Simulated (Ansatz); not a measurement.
B20 (FeSi-type) FeGe was calculated with BLYP (Ansatz, an electronic-structure program, PAW).

Input:

Ansatz 0.2 input:
```yaml
crystal:
  lattice:
    - [4.7407636855, 0.0, 0.0]
    - [0.0, 4.7407636855, 0.0]
    - [0.0, 0.0, 4.7407636855]
  atoms:
    - { symbol: Fe, position: [0.8727843468, 0.6272156532, 0.3727843468], spin: 1.2 }
    - { symbol: Fe, position: [0.3727843468, 0.8727843468, 0.6272156532], spin: 1.2 }
    - { symbol: Fe, position: [0.1272156532, 0.1272156532, 0.1272156532], spin: 1.2 }
    - { symbol: Fe, position: [0.6272156532, 0.3727843468, 0.8727843468], spin: 1.2 }
    - { symbol: Ge, position: [0.1613765293, 0.3386234707, 0.6613765293], spin: 0.0 }
    - { symbol: Ge, position: [0.6613765293, 0.1613765293, 0.3386234707], spin: 0.0 }
    - { symbol: Ge, position: [0.8386234707, 0.8386234707, 0.8386234707], spin: 0.0 }
    - { symbol: Ge, position: [0.3386234707, 0.6613765293, 0.1613765293], spin: 0.0 }
basis:
  ecutwfc: 520
  ecutrho_ratio: 4
  xc_grid: 2
kpoints:
  mp_grid: { grid: [12, 12, 12] }
hamiltonian:
  xc: blyp
  dispersion: none
  pseudopotentials: { kind: paw }
scf:
  occupations: { method: fermi_dirac, width: 0.05 }
output:
  forces: true
  stress: true
  eigenvalues: true
magnetization:
  spin_polarized: true
relax:
  f_tol: 0.004
  escape_saddle: false
  max_steps: 80
```

The run printed, among other lines:

```
WARN output.stress: scf.convergence.dr2_threshold = 1.6e-8 eV (the default of a walk held to its f_tol) is looser than the 8e-10 eV advised for a printed …
Relaxation: its limit of steps is 80 (relax.max_steps)
Crystal: 8 atoms, lattice volume = 106.548 Å³
Basis set: ecut = 520 eV, 2897 PW (Γ), exchange–correlation on 72×72×72 points (8 copies of the dense FFT grid, shifted against one another)
Bands: 75, of which v1, the nominal top of the filled ones, is band 60 counted from 1 (59 counted from 0)
Symmetry: 12 space group operations
Space group: P213 (ITA 198), of the structure as read, at distance tolerance 4.7e-5 Å
k-points: 119 of 1728 (time reversal used)
Initial density: superposition of atomic densities (chi_scale 0.1, normalization cell)
Functional: x = b88, c = lyp
spin=Collinear: Kerker preconditioning applied to the charge; magnetization (m = ρ↑ − ρ↓) channel mixes plain (no charge-response kernel on spin).
SCF 1 converged in 14 iterations: F = -35172.473098 eV  dr2 = 6.48e-8
Crystal: 8 atoms, lattice volume = 106.548 Å³
Initial density: handed on by an earlier stage of this run
spin=Collinear: Kerker preconditioning applied to the charge; magnetization (m = ρ↑ − ρ↓) channel mixes plain (no charge-response kernel on spin).
SCF 2 converged in 7 iterations: F = -35172.474759 eV  dr2 = 9.79e-8
Crystal: 8 atoms, lattice volume = 106.548 Å³
spin=Collinear: Kerker preconditioning applied to the charge; magnetization (m = ρ↑ − ρ↓) channel mixes plain (no charge-response kernel on spin).
SCF 3 converged in 8 iterations: F = -35172.476004 eV  dr2 = 6.84e-8
Crystal: 8 atoms, lattice volume = 106.548 Å³
spin=Collinear: Kerker preconditioning applied to the charge; magnetization (m = ρ↑ − ρ↓) channel mixes plain (no charge-response kernel on spin).
SCF 4 converged in 2 iterations: F = -35172.476004 eV  dr2 = 1.00e-8
relax step   4: F+E_penalty+E_count = -35172.47600414 eV  Δ(F+E_penalty+E_count) = -5.042e-8 eV  max|allowed force component| = 1.207e-3 eV/Å  Δτ_max = 0.0000 Å  (2 SCF iters, accepted)
SCF converged after 2 iterations
Magnetization: 4.2825 μB (62.1412 up, 57.8588 down)
Free energy (F): -35172.476004 eV
Internal energy: -35172.414302 eV  (E = F + TS)
E sigma→0 (E₀):  -35172.445153 eV
Fermi energy:    16.538905 eV
--- Forces (eV/Å), atoms counted from 1 ---
  atom   1  Fe    -0.00097563     0.00097563    -0.00097563
  atom   2  Fe    -0.00097563    -0.00097563     0.00097563
  atom   3  Fe     0.00097563     0.00097563     0.00097563
  atom   4  Fe     0.00097563    -0.00097563    -0.00097563
  atom   5  Ge     0.00120690    -0.00120690     0.00120690
  atom   6  Ge     0.00120690     0.00120690    -0.00120690
  atom   7  Ge    -0.00120690    -0.00120690    -0.00120690
  atom   8  Ge    -0.00120690     0.00120690     0.00120690
--- Stress (GPa, compression-positive) ---
        2.384308       0.000000      -0.000000
        0.000000       2.384308       0.000000
       -0.000000       0.000000       2.384308
  P = ⅓ Tr σ = 2.3843 GPa (23.843 kbar)
```

The cell is one volume of an energy–volume scan, off the minimum.

The PAW data were made under PBE.

The run is spin-polarised with parallel starting moments, which need not be the measured order.
